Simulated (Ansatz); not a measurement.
Base system: GaAs (space group Pa-3, No. 205; a = 6.927 Å; a cell from a computed database, its experimental status unchecked). Axes: x, y, z lie along the cube axes.

Computed with plane-wave PAW DFT at the PBEsol level (Ansatz, a quantum-chemistry and plane-wave program, 420 eV), without spin-orbit coupling.

For the base:

- Pressure: 0.0 GPa
- Shortest interatomic distance: 4.582 bohr
- Band gap: zero

It is then changed as follows: the cell is compressed by 0.32 % along z with no lateral relaxation; the atoms relax in the strained cell.

Problem. Predict the new energy relative to the base.

Solution. The energy is nearly the same.

Problem. Estimate the effect on the pressure.

Solution. The pressure (mean of the normal stresses, compression positive) goes from zero to 0.2 GPa.

Problem. What happens to the shortest interatomic distance?

Solution. The shortest interatomic distance hardly moves (4.582 bohr against 4.580 bohr).

Problem. Predict the new band gap.

Solution. The band gap is still zero.

Whether these cells are dynamically stable was not tested. The final runs are not spin-polarised. Gaps under 0.05 eV, about the width of the smearing, are given as zero. This is not the structure that GaAs has at room temperature and ambient pressure. The zero or small gap of GaAs can change with the level of theory.
